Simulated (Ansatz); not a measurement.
The reference is KSO2F (space group P2_1/m, No. 11).

```cif
data_F2K2O4S2
_chemical_formula_sum 'K2 S2 O4 F2'
_space_group_name_H-M_alt 'P 1'
_space_group_IT_number 1
_cell_length_a 4.61812
_cell_length_b 5.68088
_cell_length_c 6.79406
_cell_angle_alpha 90.000
_cell_angle_beta 106.426
_cell_angle_gamma 90.000
loop_
_space_group_symop_operation_xyz
  'x, y, z'
loop_
_atom_site_label
_atom_site_type_symbol
_atom_site_fract_x
_atom_site_fract_y
_atom_site_fract_z
_atom_site_occupancy
K1 K 0.16299 0.75000 0.28824 1
K2 K 0.83701 0.25000 0.71176 1
S1 S 0.39271 0.75000 0.82254 1
S2 S 0.60729 0.25000 0.17746 1
O1 O 0.32806 0.53640 0.69531 1
O2 O 0.67194 0.46360 0.30469 1
O3 O 0.67194 0.03640 0.30469 1
O4 O 0.32806 0.96360 0.69531 1
F1 F 0.20533 0.25000 0.11992 1
F2 F 0.79467 0.75000 0.88008 1
```

Computed with r2SCAN in Ansatz (plane waves to 500 eV, PAW, scalar-relativistic without spin-orbit coupling).

For the base:

The volume per atom is 17.10 Å³.

It is then changed as follows: full substitution K → Sc; the structure is relaxed again.

Tabulated Pauling electronegativity and covalent radius: K 0.82, 2.03 Å; Sc 1.36, 1.70 Å.

What happens to the volume per atom?

The volume per atom drops by 4.42 Å³ (17.10 Å³ → 12.68 Å³).

Stability against distortions was not tested. As relaxed here, ScSO2F is a hypothetical phase, not in the database extracts checked. The final runs are not spin-polarised.

Ansatz is a quantum-chemistry and plane-wave program.
